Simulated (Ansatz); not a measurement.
We consider TaAgO3 (Pm-3m, No. 221, 5 atoms in the cell; start mp-1187189), described by r²SCAN0 (plane waves, PAW; Ansatz, a quantum-chemistry and plane-wave program).

Run with plane-wave cutoff 520 eV, 6×6×6 k mesh, Fermi–Dirac smearing 0.01 eV, no spin polarisation, scalar-relativistic PAW data made under PBE.

Cell (relaxed with PBEsol):

Space group Pm-3m (No. 221); a = b = c = 3.951 Å, α = β = γ = 90.00°

```csv
atom,site,symmetry,x,y,z
Ta,1a,m-3m,0.0000,0.0000,0.0000
Ag,1b,m-3m,0.5000,0.5000,0.5000
O,3d,4/mm.m,0.0000,0.0000,0.5000
```

What does this level give for the band gap, smallest direct gap on the k points sampled and Γ–Γ gap?


- band gap: 4.57 eV (on the SCF k mesh)
- smallest direct gap on the k points sampled: 4.84 eV
- Γ–Γ gap: 5.77 eV

Note: cell and atoms aren't relaxed at this level (pressure -2.5 GPa).

Spin–orbit coupling is not included.

The computed numbers hold no vibrational or temperature effects.

A start named mp-… is a Materials Project structure, which need not be a measured phase.
